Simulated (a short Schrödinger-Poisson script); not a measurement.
# Gated Al0.3Ga0.7As/GaAs δ-doped gas

System: gated Al0.3Ga0.7As/GaAs δ-doped gas, at 300 K.

| layer | material | thickness (nm) | Na (cm⁻³) |
|---|---|---|---|
| 1 | Al0.3Ga0.7As | 8 | - |
| 2 | Al0.3Ga0.7As | 40 | - |
| 3 | GaAs | 6000 | 2e14 |

Constants are typed, rounded textbook-type inputs, not results; the design itself was drawn at random and stands for no fabricated device. Al0.3Ga0.7As: permittivity 12.05, conduction-band edge (eV) 0.237, gap (eV) 1.798, electron mass (mₑ) 0.0919, Nv at 300 K (cm⁻³) 9e18. GaAs: permittivity 12.9, conduction-band edge (eV) 0, gap (eV) 1.424, Nv at 300 K (cm⁻³) 9e18.

Channel valleys (confinement mass, in-plane density-of-states mass, number): Γ 0.067, 0.067, 1. At the gate the conduction-band edge of layer 1 lies 0.99 eV − eVg above the Fermi level of the channel; the field vanishes at the back. Sheet of ionised δ-doping: +3.7e12 e/cm² at 8 nm from the gate. The barrier under the gate holds no holes. Gaps are held at their typed values at every temperature. Mesh 0.08 nm at interfaces.

From a short Schrödinger-Poisson script (our own, NumPy): 1D Poisson equation in equilibrium, electrons quantum, Hartree (BenDaniel-Duke, 40 states a valley, the channel's in-plane mass for all, wave functions free to enter the barrier), parabolic valleys, classical holes, full ionisation, no traps, pinning or gate leakage.

```tsv
Vg (V)	electrons (cm⁻²)	in the channel layer	C (μF/cm²)	Γ E0 (meV)	Γ E1 (meV)
0.5	2.35e11	2.20e11	0.213	47.5	72.2
0.4	1.26e11	1.24e11	0.152	66.9	87.1
0.3	4.40e10	4.38e10	0.107	99.6	115.0
0.2	4.27e9	4.25e9	0.0259	164.6	176.7
0.1	1.19e8	1.18e8	0.00517	258.6	270.0
0	2.88e6	2.87e6	0.00476	355.9	366.9
```

Gate voltages with under 1e6 electrons/cm² are left out.

Subbands count from the Fermi level.
